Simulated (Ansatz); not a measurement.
Base system: BeTe in the zinc blende structure (space group F-43m, No. 216; a = 5.657 Å). Axes: x, y, z lie along the cube axes.

Method: Ansatz (a first-principles code) r2SCAN, no spin-orbit coupling.

Strains are applied to the cell and any free atomic positions relax; under biaxial strain the out-of-plane vector relaxes too.

One change was made to it. Results:

The valence-band top at Γ (three highest levels, from the VBM) changes from 0.00, 0.00, 0.00 eV to 0.00, 0.00, -0.21 eV; the band gap decreases by 0.214 eV, from 2.38 eV to 2.16 eV; the pressure (mean of the normal stresses, compression positive) goes from zero to 15.9 kbar.

Problem. What was done to the base?
A. tensor shear ε_xz = −3.42 %
B. biaxial strain −1.99 %, plane normal [001], relaxed out of plane
C. biaxial strain −2.64 %, plane normal [110], relaxed out of plane
D. strain tensor (xx, yy, zz, yz, xz, xy) = (+1.46, +1.19, −1.64, +0.52, +0.54, +0.88) %

Solution. B, biaxial strain −1.99 %, plane normal [001], relaxed out of plane. For comparison, the valence-band top at Γ in the other runs: tensor shear ε_xz = −3.42 % gives 0.00, -0.33, -0.54 eV; strain tensor (xx, yy, zz, yz, xz, xy) = (+1.46, +1.19, −1.64, +0.52, +0.54, +0.88) % gives 0.00, -0.11, -0.24 eV; biaxial strain −2.64 %, plane normal [110], relaxed out of plane gives 0.00, -0.08, -0.34 eV.

Spin-orbit coupling, missing from the scalar runs, can matter with Te. Whether these cells are dynamically stable was not tested.
